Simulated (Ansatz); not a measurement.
Results of PBEsol+SOC (Ansatz, a program for electronic structure, plane waves, PAW) for Hf2N2O (C2/m, No. 12, 15 atoms in the cell; start mp-755314).

Numerical settings: plane-wave cutoff 520 eV, 8×8×4 k mesh (along the axes of the cell as run), Fermi–Dirac smearing 0.01 eV, PAW data made under PBE.

Cell (relaxed with PBEsol):

```xyz
15
Lattice="6.7757 -1.6198 0.0033 6.7757 1.6198 0.0033 -1.4637 0.0000 7.9927" Properties=species:S:1:pos:R:3 pbc="T T T"
Hf    -0.7632     0.0000     6.4601
Hf    12.8509     0.0000     1.5392
Hf     7.8415     0.0000     3.7931
Hf     4.2462     0.0000     4.2062
Hf     9.2220     0.0000     1.0551
Hf     2.8657     0.0000     6.9442
N      6.2982     0.0000     5.2471
N      5.7894     0.0000     2.7522
N      0.9193     0.0000     7.7035
N     11.1684     0.0000     0.2958
N      1.3002     0.0000     2.2781
N     10.7875     0.0000     5.7212
O      1.9537     0.0000     4.9354
O     10.1340     0.0000     3.0639
O      6.7757     0.0000     0.0033
```

Q: What does this level give for the band gap, smallest direct gap on the k points sampled and Γ–Γ gap?

A: 
band gap: 1.91 eV (indirect)
smallest direct gap on the k points sampled: 2.20 eV
Γ–Γ gap: 2.29 eV

Note: cell and atoms aren't relaxed at this level (pressure -0.4 GPa).

Static lattice: no zero-point or thermal effects.

A start named mp-… is a Materials Project structure, which need not be a measured phase.
